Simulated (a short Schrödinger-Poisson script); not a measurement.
MOS inversion layer, Si3N4 on p-type Si(110)

Structure: MOS inversion layer, Si3N4 on p-type Si(110), at 300 K.

| layer | material | thickness (nm) | Na (cm⁻³) |
|---|---|---|---|
| 1 | Si3N4 | 2 | - |
| 2 | Si | 720 | 3.6e17 |

The device is made up for the run: typed textbook-type constants, with dimensions and the other settings drawn at random. Si3N4: permittivity 7.5, conduction-band edge (eV) 1.95, gap (eV) 5.1, electron mass (mₑ) 0.5. Si: permittivity 11.7, conduction-band edge (eV) 0, gap (eV) 1.124, Nv at 300 K (cm⁻³) 3.1e19.

Channel valleys (confinement mass, in-plane density-of-states mass, number): Δ4 0.315, 0.324, 4; Δ2 0.19, 0.417, 2. At the gate the conduction-band edge of layer 1 lies 2.49 eV − eVg above the Fermi level of the channel; the field vanishes at the back. Gaps are held at their typed values at every temperature. Mesh 0.03 nm at interfaces.

From a short Schrödinger-Poisson script (our own, NumPy): 1D Poisson equation in equilibrium, electrons quantum, Hartree (BenDaniel-Duke, 12 states a valley, the channel's in-plane mass for all, wave functions free to enter the dielectric), parabolic valleys, classical holes, full ionisation, no traps, pinning or gate leakage.

| Vg (V) | electrons (cm⁻²) | C (μF/cm²) | Δ4 E0 (meV) | Δ4 E1 (meV) | Δ2 E0 (meV) | Δ2 E1 (meV) |
|---|---|---|---|---|---|---|
| 0.35 | 1.08e7 | 0.194 | 373.6 | 449.2 | 387.2 | 476.0 |
| 0.45 | 3.49e8 | 0.184 | 283.4 | 362.5 | 297.5 | 390.6 |
| 0.55 | 1.13e10 | 0.230 | 193.2 | 275.7 | 207.8 | 305.0 |
| 0.65 | 2.24e11 | 0.912 | 115.6 | 201.9 | 130.8 | 232.1 |
| 0.75 | 1.03e12 | 1.69 | 75.2 | 166.8 | 91.4 | 197.8 |
| 0.85 | 2.18e12 | 2.00 | 54.7 | 152.2 | 72.0 | 183.6 |
| 0.95 | 3.48e12 | 2.17 | 41.4 | 144.6 | 59.9 | 176.4 |
| 1.05 | 4.87e12 | 2.28 | 31.5 | 140.2 | 51.0 | 172.3 |
| 1.15 | 6.32e12 | 2.36 | 23.6 | 137.6 | 44.0 | 169.7 |
| 1.25 | 7.82e12 | 2.42 | 16.8 | 135.9 | 38.2 | 168.2 |
| 1.35 | 9.35e12 | 2.47 | 11.0 | 134.9 | 33.1 | 167.3 |

Subbands count from the Fermi level.
